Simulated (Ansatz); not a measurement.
Start from MgTe in the zinc blende structure (space group F-43m, No. 216).

```yaml
crystal:
  lattice:
    - [0.00000, 3.18405, 3.18405]
    - [3.18405, 0.00000, 3.18405]
    - [3.18405, 3.18405, 0.00000]
  atoms:
    - { symbol: Mg, position: [0.00000, 0.00000, 0.00000] }
    - { symbol: Te, position: [0.25000, 0.25000, 0.25000] }
```

Cartesian axes are those of the cell as printed.

Computed with Ansatz (a first-principles code) LDA, no spin-orbit coupling.

Strains are applied to the cell and any free atomic positions relax.

One change was made to it. Results:

The band gap decreases by 0.02 eV to 2.36 eV; the valence-band top at Γ (three highest levels, from the VBM) changes from 0.00, 0.00, 0.00 eV to 0.00, -0.02, -0.04 eV.

### Question
Which of these changes matches the shifts?
(A) tensor shear ε_xy = +2.00 %
(B) tensor shear ε_xy = +0.29 %
(C) tensor shear ε_xy = +1.43 %
(D) tensor shear ε_xy = +1.14 %
(E) tensor shear ε_xy = +0.86 %

### Answer
B, tensor shear ε_xy = +0.29 %. For comparison, the band gap in the other runs: tensor shear ε_xy = +2.00 % gives 2.23 eV; tensor shear ε_xy = +1.43 % gives 2.28 eV; tensor shear ε_xy = +1.14 % gives 2.30 eV; tensor shear ε_xy = +0.86 % gives 2.32 eV.

With Te present, leaving out spin-orbit coupling can change the band edges. Whether these cells are dynamically stable was not tested.
